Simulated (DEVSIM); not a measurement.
Device: illuminated Si p-on-n cell, one wavelength, with a back-surface field, at 300 K.

```csv
layer (left to right),material,thickness (μm),Nd (cm⁻³),Na (cm⁻³),τn (s),τp (s),absorption coefficient (cm⁻¹)
1,Si,0.130,-,2e18,3e-8,5.1e-8,250
2,Si,160,1.6e15,-,3.4e-7,3.4e-7,250
3,Si,1.80,4.3e18,-,3.4e-7,3.4e-7,250
```

Left contact: ohmic, minority electron recombination velocity 8e5 cm/s. Right contact: ohmic, minority hole recombination velocity 3000 cm/s. Voltage is applied to the left contact. Recombination: SRH at mid-gap, radiative. Light enters at the left, 1.5e17 photons cm⁻² s⁻¹, one pass, no reflection. Mobility is constant in doping.

This is a model device: material constants are rounded textbook-type values typed into the input, and sizes, dopings and lifetimes were drawn at random. Values at 300 K.

| parameter | Si |
|---|---|
| gap (eV) | 1.124 |
| affinity (eV) | 4.05 |
| permittivity | 11.7 |
| Nc (cm⁻³) | 2.86e19 |
| Nv (cm⁻³) | 3.1e19 |
| μn (cm²/Vs) | 1417 |
| μp (cm²/Vs) | 470 |
| B (cm³/s) | 4.7e-15 |

DEVSIM, 1D drift-diffusion, Boltzmann statistics, complete ionisation; no tunnelling, impact ionisation, image-force lowering or self-heating.

Question: Tabulate band edges, carrier densities and field at 0.9 V on the left contact, in the dark.

Answer: Energies count from the Fermi level of the right contact; mesh points crowd at the junctions.

```tsv
x (μm)	Ec (eV)	Ev (eV)	n (cm⁻³)	p (cm⁻³)	field (V/cm)
0.000	0.153	-0.971	1.7e13	2.0e18	≈ 0
0.04227	0.153	-0.971	1.9e13	2.0e18	≈ 0
0.1031	0.153	-0.971	2.1e13	2.0e18	-12
0.1393	0.082	-1.042	3.5e14	1.3e17	-31000
0.2629	0.005	-1.119	6.9e15	6.4e15	-600
0.6184	0.003	-1.121	7.4e15	5.8e15	≈ 0
1.779	0.004	-1.120	7.2e15	5.6e15	≈ 0
7.996	0.008	-1.116	6.3e15	4.7e15	≈ 0
25.87	0.024	-1.100	4.4e15	2.8e15	≈ 0
80.13	0.096	-1.028	2.2e15	6.5e14	17
135.7	0.202	-0.922	1.8e15	2.4e14	20
155.0	0.238	-0.886	2.0e15	4.3e14	16
158.6	0.243	-0.881	2.1e15	5.1e14	15
159.7	0.245	-0.879	2.2e15	5.4e14	-12
160.1	0.215	-0.909	7.0e15	1.7e14	-4500
160.1	0.123	-1.001	2.4e17	5.0e12	-43000
160.2	0.049	-1.075	4.3e18	2.8e11	≈ 0
160.3	0.049	-1.075	4.3e18	2.8e11	≈ 0
160.9	0.049	-1.075	4.3e18	2.7e11	≈ 0
161.6	0.049	-1.075	4.3e18	2.7e11	≈ 0
161.8	0.049	-1.075	4.3e18	2.7e11	≈ 0
161.9	0.049	-1.075	4.3e18	2.7e11	≈ 0
```
